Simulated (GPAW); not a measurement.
GPAW run on Ge3Pd (P1, 4 atoms in the cell): self-consistent single point.

Method: LDA (Perdew-Wang 92), GPAW PAW datasets LDA (gpaw-data 1.0.1) (plane waves; GPAW 25.7.0).

```
CELL_PARAMETERS angstrom
      4.14202     0.00000     0.00000
      0.00000     4.14202     0.00000
      0.00000     0.00000     4.14202
ATOMIC_POSITIONS crystal
  Ge 0.00127 0.49998 0.50067
  Ge 0.50090 0.99991 0.50202
  Ge 0.50431 0.49968 0.00060
  Pd 0.99351 0.00042 0.99671
```

Reference input (self-consistent single point, DFT PBEsol, plane waves, GPAW PAW datasets PBEsol (made by gpaw-setup)): mode = pw; ecut = 600 eV; xc = PBEsol; kpts = 5 5 5; mesh shift (steps) = 0 0 0; occupations.name = methfessel-paxton; occupations.width = 0.272 eV; occupations.order = 0; nbands = -10; symmetry.symmorphic = false; symmetry.tolerance = 0.0005; maxiter = 150. This run's input differs from it in these lines:

```diff
@@ -15,3 +15,3 @@
 calc = GPAW(mode=PW(600),
-            xc='PBEsol',
+            xc='LDA',
             kpts=(5, 5, 5),
```

Its files differ too (potentials: GPAW PAW datasets LDA (gpaw-data 1.0.1)).

Log, with long lists cut:

```
     iter     time        total  log10-change:
                         energy   eigst   dens
iter:   1 --:--:--   -23.525756
iter:   2 --:--:--   -21.658783   -1.53  -1.02
iter:   3 --:--:--   -20.630285   -1.11  -1.21
iter:   4 --:--:--   -20.621129   -1.27  -1.43
iter:   5 --:--:--   -20.649527   -1.96  -1.61
iter:   6 --:--:--   -20.486974   -1.65  -1.87
iter:   7 --:--:--   -20.628950   -1.82  -2.06
iter:   8 --:--:--   -20.470513   -1.85  -1.74
iter:   9 --:--:--   -20.472678   -2.85  -2.69
iter:  10 --:--:--   -20.470833c  -4.69  -2.83
iter:  11 --:--:--   -20.470272c  -3.62  -3.14
iter:  12 --:--:--   -20.470196c  -4.07  -2.82
iter:  13 --:--:--   -20.470206c  -5.93  -3.50
iter:  14 --:--:--   -20.470223c  -6.76  -3.52
iter:  15 --:--:--   -20.470259c  -6.38  -3.52
iter:  16 --:--:--   -20.470283c  -7.05  -3.61
iter:  17 --:--:--   -20.470291c  -7.81c -3.64
iter:  18 --:--:--   -20.470303c  -6.81  -3.72
iter:  19 --:--:--   -20.470304c  -7.53c -3.93
iter:  20 --:--:--   -20.470304c  -7.79c -4.10c
Converged after 20 iterations.

Dipole moment: (0.492393, -0.031467, 0.255865) |e|*Ang

Energy contributions relative to reference atoms: (reference = -308151.531240)

Kinetic:        +16.970826
Potential:      -19.589365
External:        +0.000000
XC:             -17.566148
Entropy (-ST):   -0.074672
Local:           -0.248281
SIC:             +0.000000
--------------------------
Free energy:    -20.507640
Extrapolated:   -20.470304

Showing only first 2 kpts
 Kpt  Band  Eigenvalues  Occupancy
  0    12      6.48967    2.00000
  0    13      6.49155    2.00000
  0    14      8.91750    0.00000
  0    15     11.05545    0.00000

  1    12      5.97310    2.00000
  1    13      7.05340    1.99998
  1    14     10.38140    0.00000
  1    15     10.58122    0.00000

Fermi level: 7.86958

No gap
No difference between direct/indirect transitions
Energy (eV): -20.470304

Forces in eV/Ang:
  0 Ge    0.04472   -0.00001   -0.00083
  1 Ge   -0.00080   -0.00286   -0.00208
  2 Ge   -0.00341    0.00027    0.02328
  3 Pd   -0.04358    0.00278   -0.02192

Stress tensor:
     0.043516     0.000011    -0.000036
     0.000011     0.043509    -0.000001
    -0.000036    -0.000001     0.043513
Stress (GPa, Voigt): [ 6.9720e+00  6.9709e+00  6.9716e+00 -1.0000e-04 -5.7000e-03  1.7000e-03]
```

The run converged in 20 iterations. GPAW prints stress with tension positive. Against the reference run the pressure goes from -4.68 to -6.97 GPa and the largest force stays at 0.049 eV/Å.

The starting cell comes from a database of computed structures (which also holds hypothetical and non-ambient phases and stackings), without a prior relaxation at this level. Its atoms were displaced at random from the sites of space group no. 221. Spin polarisation is off. With a pressure of about -7 GPa the cell is away from its equilibrium volume at this level.

Cost on one core of a shared machine: roughly 50 s.
